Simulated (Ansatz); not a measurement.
We consider SiC (model structure, started from the CdTe type, P6₄22, No. 181, 6 atoms in the cell), described by PBEsol in Ansatz (PAW).

Run with plane-wave cutoff 520 eV, 18×18×8 k mesh (along the axes of the cell as run), Fermi–Dirac smearing 0.05 eV, scalar-relativistic PAW data made under PBE.

Computed at the level's own relaxed cell.

```yaml
crystal:
  lattice:
    - [3.06570, 0.00000, 0.00000]
    - [-1.53285, 2.65498, 0.00000]
    - [0.00000, 0.00000, 7.03113]
  atoms:
    - { symbol: Si, position: [0.00000, 0.49998, 0.66667] }
    - { symbol: Si, position: [0.50002, 0.50002, 0.00000] }
    - { symbol: Si, position: [0.49998, 0.00000, 0.33333] }
    - { symbol: C, position: [0.00000, 0.49999, 0.16667] }
    - { symbol: C, position: [0.50001, 0.50001, 0.50000] }
    - { symbol: C, position: [0.49999, 0.00000, 0.83333] }
```

Question: List the 15 lowest band energies at Γ above −25 eV (eV, relative to the valence band maximum), grouping those that round alike.

Answer: At Γ: -16.94, -14.35 (×2), -6.71 (×2), -3.20, -1.68 (×2), -0.36 (×2), -0.21, 0.00, 3.35 (×2), 4.30.

Note: the relaxation could raise the start's symmetry but not lower it, so the cell can be a saddle point.

A model structure was made by putting elements into a prototype or built by hand; it is no filed structure, need not be a known phase, and can be a saddle point held by its symmetry.

Ansatz is a program for electronic structure.
